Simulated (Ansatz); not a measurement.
Base system: CdSe in the zinc blende structure (space group F-43m, No. 216; a = 6.196 Å).

The values are results of PBE/PAW in Ansatz (an electronic-structure program), without spin-orbit coupling, earlier PAW set, not measurements.

Before the change:

```
Item                          Result
-------------------  ---------------
Gap character            direct at Γ
Lattice parameter a          6.196 Å
Electron mass        0.052 mₑ (at Γ)
```

One thing is altered: cell and atoms relaxed at a pressure of 1.5 GPa.

Problem. How does this affect the gap character, mean gap deformation potential ΔEg/Δln V, lattice parameter a and electron mass?

Solution. The gap character remains direct at Γ; the mean gap deformation potential ΔEg/Δln V is -2.1 eV; the lattice parameter a shrinks by 0.0639 Å to 6.133 Å; the electron mass becomes 0.057 mₑ (at Γ) (base: 0.052 mₑ (at Γ)).

Load acts through the strain it causes; cell and atoms are relaxed under it. Effective masses come from finite differences of ±0.01 Å⁻¹. Whether these cells are dynamically stable was not tested.
